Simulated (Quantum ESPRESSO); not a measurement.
## Convergence series on Mg₂Si₃ (P-1, 10 atoms in the cell)

```yaml
crystal:
  lattice:
    - [4.35651, 0.00000, 0.00000]
    - [-1.12916, 5.41552, 0.00000]
    - [-0.21344, -1.61638, 8.18263]
  atoms:
    - { symbol: Mg, position: [0.20000, 0.33900, 0.58026] }
    - { symbol: Mg, position: [0.80000, 0.66100, 0.41974] }
    - { symbol: Mg, position: [0.84733, 0.77419, 0.80064] }
    - { symbol: Mg, position: [0.15267, 0.22581, 0.19936] }
    - { symbol: Si, position: [0.98955, 0.34461, 0.87942] }
    - { symbol: Si, position: [0.01045, 0.65539, 0.12058] }
    - { symbol: Si, position: [0.54885, 0.87264, 0.11677] }
    - { symbol: Si, position: [0.45115, 0.12736, 0.88323] }
    - { symbol: Si, position: [0.37013, 0.86957, 0.60041] }
    - { symbol: Si, position: [0.62987, 0.13043, 0.39959] }
```

Method of the run: PBEsol, GBRV 1.5 ultrasoft (PBESOL) pseudopotentials (plane waves; Quantum ESPRESSO).

The starting cell comes from a database of computed structures (which also holds hypothetical and non-ambient phases and stackings), without a prior relaxation at this level. Its lattice was rescaled by a random factor within 2.5 % of one. Without a gap this mesh is coarse (it stands for a supercell whose shortest vector is 17 Å).

Held fixed: ecutwfc = 40 Ry; ecutrho = 200 Ry; occupations = smearing; smearing = mp; degauss = 0.0073499 Ry; potentials = {Mg: mg_pbesol_v1.4.uspp.F.UPF, Si: si_pbesol_v1.uspp.F.UPF}; K_POINTS = automatic 4 4 3 0 0 0.

ΔF is the free energy per atom less that of the last row (7.3e-14 Ry).

The series runs over conv_thr = 0.0073 Ry; 0.00073 Ry; 7.3e-05 Ry; 7.3e-06 Ry; 7.3e-07 Ry; 7.3e-08 Ry; 7.3e-10 Ry; 1e-11 Ry; 7.3e-12 Ry; 7.3e-14 Ry.

Task: From which setting on does the energy stay within 0.5 meV/atom of the last one?

Result: From conv_thr = 0.00073 Ry on; the one before it is off by 0.63 meV/atom.

Task: From which setting on does the largest force stay within 0.02 eV/Å of the last one?

Result: From conv_thr = 7.3e-05 Ry on; the one before it is off by 0.095 eV/Å. The value it settles on is 0.124 eV/Å at this level of theory and with the other settings as held.

```json
[
 {"conv_thr": "0.0073 Ry", "ΔF (meV/atom)": "0.63", "pressure (GPa)": "-3.10", "largest force (eV/Å)": "0.779", "iterations": "5"},
 {"conv_thr": "0.00073 Ry", "ΔF (meV/atom)": "0.16", "pressure (GPa)": "-3.14", "largest force (eV/Å)": "0.219", "iterations": "6"},
 {"conv_thr": "7.3e-05 Ry", "ΔF (meV/atom)": "0.01", "pressure (GPa)": "-2.86", "largest force (eV/Å)": "0.123", "iterations": "7"},
 {"conv_thr": "7.3e-06 Ry", "ΔF (meV/atom)": "0.00", "pressure (GPa)": "-2.78", "largest force (eV/Å)": "0.124", "iterations": "8"},
 {"conv_thr": "7.3e-07 Ry", "ΔF (meV/atom)": "0.00", "pressure (GPa)": "-2.78", "largest force (eV/Å)": "0.124", "iterations": "8"},
 {"conv_thr": "7.3e-08 Ry", "ΔF (meV/atom)": "0.00", "pressure (GPa)": "-2.76", "largest force (eV/Å)": "0.124", "iterations": "9"},
 {"conv_thr": "7.3e-10 Ry", "ΔF (meV/atom)": "0.00", "pressure (GPa)": "-2.76", "largest force (eV/Å)": "0.124", "iterations": "11"},
 {"conv_thr": "1e-11 Ry", "ΔF (meV/atom)": "0.00", "pressure (GPa)": "-2.76", "largest force (eV/Å)": "0.124", "iterations": "13"},
 {"conv_thr": "7.3e-12 Ry", "ΔF (meV/atom)": "0.00", "pressure (GPa)": "-2.76", "largest force (eV/Å)": "0.124", "iterations": "13"},
 {"conv_thr": "7.3e-14 Ry", "ΔF (meV/atom)": "0.00", "pressure (GPa)": "-2.76", "largest force (eV/Å)": "0.124", "iterations": "14"}
]
```
